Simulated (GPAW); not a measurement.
Several settings converged on Sr (Fm-3m, 1 atom in the cell)

```xyz
1
Lattice="0.0000 3.0309 3.0309 3.0309 0.0000 3.0309 3.0309 3.0309 0.0000" Properties=species:S:1:pos:R:3 pbc="T T T"
Sr     0.0000     0.0000     0.0000
```

Base method: PBE, GPAW PAW datasets PBE (gpaw-data 1.0.1) (plane waves; GPAW).

Base settings: mode = pw; ecut = 600 eV; xc = PBE; kpts = 7 7 7; mesh shift (steps) = 0 0 0; occupations.name = fermi-dirac; occupations.width = 0.1 eV; nbands = -7; convergence.forces = 0.001 eV/Å; symmetry.symmorphic = false.

The count of work is k-points × plane waves × bands × iterations; it is no time. 

**The width of Fermi-Dirac smearing**

In this ladder: kpts = 12 12 12.

Narrow widths need finer meshes than wide ones, so the last steps can hold mesh noise.

Only quantities that move along the ladder and can be compared are tabulated; pressure and forces are left out, as mesh noise rules them at narrow widths.

```tsv
occupations.width	free energy less the last step's (meV/atom)	energy extrapolated to zero width less the last step's (meV/atom)
1 eV	-1899.65	-229.62
0.5 eV	-528.39	-25.11
0.3 eV	-191.32	-1.83
0.2 eV	-82.13	-1.04
0.1 eV	-17.00	-1.38
0.05 eV	0.00	0.00
```

Widest occupations.width that holds the energy extrapolated to zero width within 2 meV/atom: not settled: the last two steps still differ by 1.4 meV/atom, over half the tolerance, so the ladder does not show it.

Widest occupations.width that holds the free energy within 5 meV/atom: not settled: the last two steps still differ by 17 meV/atom, over half the tolerance, so the ladder does not show it.

The extrapolation to zero width removes most of the smearing's effect on the energy.

**The width of Methfessel-Paxton smearing**

In this ladder: kpts = 12 12 12; occupations.name = methfessel-paxton; occupations.order = 1.

Narrow widths need finer meshes than wide ones, so the last steps can hold mesh noise.

Only quantities that move along the ladder and can be compared are tabulated; pressure and forces are left out, as mesh noise rules them at narrow widths.

| occupations.width | free energy less the last step's (meV/atom) |
|---|---|
| 1 eV | 6.35 |
| 0.5 eV | 0.37 |
| 0.3 eV | -2.45 |
| 0.2 eV | -2.03 |
| 0.1 eV | -0.58 |
| 0.05 eV | 0.00 |

Widest occupations.width that holds the free energy within 5 meV/atom of the last step, with all finer ones: 0.5 eV; the step before is off by 6.3 meV/atom.

**The mesh under tetrahedron occupations**

In this ladder: occupations.name = improved-tetrahedron-method; occupations.width = default.

Only quantities that move along the ladder and can be compared are tabulated.

```csv
kpts,free energy less the last step's (meV/atom),pressure (GPa),count of work / last
4 4 4,-34.05,-0.38,0.024
5 5 5,-15.24,-0.27,0.030
6 6 6,28.24,-0.09,0.045
8 8 8,-3.82,-0.29,0.089
9 9 9,1.95,-0.23,0.11
11 11 11,-1.60,-0.27,0.17
14 14 14,-0.84,-0.25,0.34
18 18 18,-0.23,-0.23,0.59
22 22 22,0.00,-0.23,1.0
```

Coarsest kpts that holds the pressure within 0.1 GPa of the last step, with all finer ones: 8 8 8, at 0.089 of the last step's count of work; the step before is off by 0.14 GPa.

Coarsest kpts that holds the free energy within 5 meV/atom of the last step, with all finer ones: 8 8 8, at 0.089 of the last step's count of work; the step before is off by 28 meV/atom.

On the base run: the starting cell has typed, rounded lattice constants, without a prior relaxation at this level. Its lattice was rescaled by up to half a per cent.

Left out of this page: 4 runs of the series outside the window shown, repeating another row's setting, or not comparable.
